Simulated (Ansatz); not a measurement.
Consider the following.

```
TiO2
1.0
    3.84291     0.00000     0.00000
    0.00000     3.84291     0.00000
    1.92146    -1.92146     4.64720
Ti O
2 4
Direct
  0.50000   0.50000   0.00000
  0.75000   0.75000   0.50000
  0.71104   0.28896   0.57792
  0.96104   0.53896   0.07792
  0.53896   0.96104   0.92208
  0.28896   0.71104   0.42208
```

No spin polarisation.

A single point on TiO2 with a change (biaxial strain +1.94 %, plane normal [001], relaxed out of plane), its geometry relaxed with PBEsol.

Computed with DFT with r2SCAN, PAW potentials and a 500 eV plane-wave cutoff in Ansatz (a first-principles code), without spin-orbit coupling. k-mesh 12×12×12 (Γ-centred); smearing 0.05 eV (Fermi–Dirac).

### Question
Estimate the gap character.

### Answer
Indirect, Γ–X (87 % along) → Γ.

### Question
What smallest direct gap does the calculation give?

### Answer
2.77 eV.

### Question
Estimate the band gap.

### Answer
2.36 eV.

### Question
Estimate the pressure.

### Answer
-2.32 GPa.

Single points use the geometry relaxed with PBEsol. No phonon test of stability was made. All final runs are without spin polarisation. The cell was made from TiO₂ in the anatase structure (space group I4_1/amd, No. 141) by this change: biaxial strain +1.94 %, plane normal [001], relaxed out of plane.
